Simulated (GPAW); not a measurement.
# Input and output of a self-consistent single point for Al (Fm-3m, 1 atom in the cell) (GPAW)

Method: PBEsol, GPAW PAW datasets PBEsol (made by gpaw-setup) (plane waves; GPAW).

The input file:

```python
from ase import Atoms
from ase.units import GPa
from gpaw import GPAW

atoms = Atoms(['Al'],
              cell=[[0.000000, 2.031075, 2.031075],
                    [2.031075, 0.000000, 2.031075],
                    [2.031075, 2.031075, 0.000000]],
              scaled_positions=[[0.000000, 0.000000, 0.000000]],
              pbc=True)

calc = GPAW(mode={'name': 'pw', 'ecut': 600},
            xc='PBEsol',
            kpts={'size': (14, 14, 14), 'gamma': True},
            occupations={'name': 'methfessel-paxton', 'width': 0.1, 'order': 0},
            nbands=-7,
            convergence={'forces': 0.001},
            symmetry={'symmorphic': False, 'tolerance': 0.0005},
            maxiter=150,
            txt='-')

atoms.calc = calc

energy = atoms.get_potential_energy()
print('Energy (eV):', round(energy, 6))
forces = atoms.get_forces()
print('Forces (eV/Ang):')
print(forces.round(5))
stress = atoms.get_stress()
print('Stress (GPa, Voigt):', (stress / GPa).round(4))
```

Output (repeated stretches shortened):

```
Input parameters:
  convergence: {forces: 0.001}
  kpts: {gamma: True,
         size: (14, 14, 14)}
  maxiter: 150
  mode: {ecut: 600,
         name: pw}
  nbands: -7
  occupations: {name: methfessel-paxton,
                order: 0,
                width: 0.1}
  symmetry: {symmorphic: False,
             tolerance: 0.0005}
  xc: PBEsol

species:
  Al:
    name: Aluminium
    Z: 13.0
    valence: 3
    core: 10
    charge: 0.0
    file: Al.PBEsol.gz

    # Using partial waves for Al as LCAO basis

Reference energy: -6590.127727  # eV

Spin-paired calculation

Convergence criteria:
 Maximum [total energy] change in last 3 cyles: 0.0005 eV / valence electron
 Maximum integral of absolute [dens]ity change: 0.0001 electrons / valence electron
 Maximum integral of absolute [eigenst]ate change: 4e-08 eV^2 / valence electron
 Maximum change in the atomic [forces] across last 2 cycles: 0.001 eV/Ang OR
Maximum error relative to the maximum force is below inf
 Maximum number of scf [iter]ations: 150

Symmetries present (total): 48
Symmetries with fractional translations: 0
2744 k-points: 14 x 14 x 14 Monkhorst-Pack grid + [1/28,1/28,1/28]
104 k-points in the irreducible part of the Brillouin zone
       k-points in crystal coordinates                weights
   0:     0.00000000    0.00000000    0.00000000          1/2744
   1:     0.07142857    0.07142857    0.00000000          6/2744
   2:     0.07142857    0.07142857    0.07142857          8/2744
   [... 7 lines left out ...]
          ...
 103:     0.50000000    0.50000000    0.50000000          4/2744

Wave functions: Plane wave expansion
  Cutoff energy: 600.000 eV
  Number of coefficients (min, max): 537, 568
  Pulay-stress correction: 0.000000 eV/Ang^3 (de/decut=0.000000)

Occupation numbers: Methfessel-Paxton:
  width: 0.1000  # eV
  order: 0

Eigensolver

Densities:
  Coarse grid: 18*18*18 grid
  Fine grid: 36*36*36 grid
  Total Charge: 0.000000

Density mixing:
  Method: separate
  Backend: pulay
  Linear mixing parameter: 0.05
  old densities: 5
  Damping of long wavelength oscillations: 50

Hamiltonian:
  XC and Coulomb potentials evaluated on a 36*36*36 grid
  External potential:
    NoExternalPotential

XC parameters: PBEsol with 2 nearest neighbor stencil

Number of atoms: 1
Number of atomic orbitals: 4
Number of bands in calculation: 8
Number of valence electrons: 3
Bands to converge: occupied

Density initialized from atomic densities
  4 bands from LCAO basis set
  4 bands from random numbers

Atomic positions and initial magnetic moments

Positions:
   0 Al     0.000000    0.000000    0.000000    ( 0.0000,  0.0000,  0.0000)

Unit cell:
           periodic     x           y           z      points  spacing
  1. axis:    yes    0.000000    2.031075    2.031075    18     0.1303
  2. axis:    yes    2.031075    0.000000    2.031075    18     0.1303
  3. axis:    yes    2.031075    2.031075    0.000000    18     0.1303

  Lengths:   2.872374   2.872374   2.872374
  Angles:   60.000000  60.000000  60.000000

Effective grid spacing dv^(1/3) = 0.1422

     iter     time        total  log10-change:
                         energy   eigst   dens  force
iter:   1 --:--:--    -4.078708
iter:   2 --:--:--    -4.078472   -3.01  -0.93
iter:   3 --:--:--    -4.073595   -2.91  -0.96
iter:   4 --:--:--    -4.073351   -5.02  -2.02
iter:   5 --:--:--    -4.073426c  -5.09  -2.38
iter:   6 --:--:--    -4.073437c  -6.40  -2.76
iter:   7 --:--:--    -4.073441c  -6.95  -3.29
iter:   8 --:--:--    -4.073440c  -6.81  -3.10
iter:   9 --:--:--    -4.073440c  -8.47c -5.04c
iter:  10 --:--:--    -4.073440c -10.13c -5.33c -24.09c

Converged after 10 iterations.

Dipole moment: (0.000000, -0.000000, -0.000000) |e|*Ang

Energy contributions relative to reference atoms: (reference = -6590.127727)

Kinetic:         +3.366864
Potential:       -1.566464
External:        +0.000000
XC:              -5.865907
Entropy (-ST):   -0.002611
Local:           -0.006626
SIC:             +0.000000
--------------------------
Free energy:     -4.074745
Extrapolated:    -4.073440

Showing only first 2 kpts
 Kpt  Band  Eigenvalues  Occupancy
  0     0     -4.07090    2.00000
  0     1     19.48950    0.00000
  0     2     19.48950    0.00000

  1     0     -3.88793    2.00000
  1     1     18.03667    0.00000
  1     2     18.03667    0.00000

Fermi level: 6.92479

No gap
No difference between direct/indirect transitions
Energy (eV): -4.07344

Forces in eV/Ang:
  0 Al    0.00000   -0.00000   -0.00000

Stress tensor:
     0.017092     0.000000    -0.000000
     0.000000     0.017092    -0.000000
    -0.000000    -0.000000     0.017092
Stress (GPa, Voigt): [ 2.7385  2.7385  2.7385 -0.     -0.      0.    ]
```

The run converged in 10 iterations. GPAW prints stress with tension positive.

The starting cell has typed, rounded lattice constants, without a prior relaxation at this level. Its lattice was rescaled by up to half a per cent.
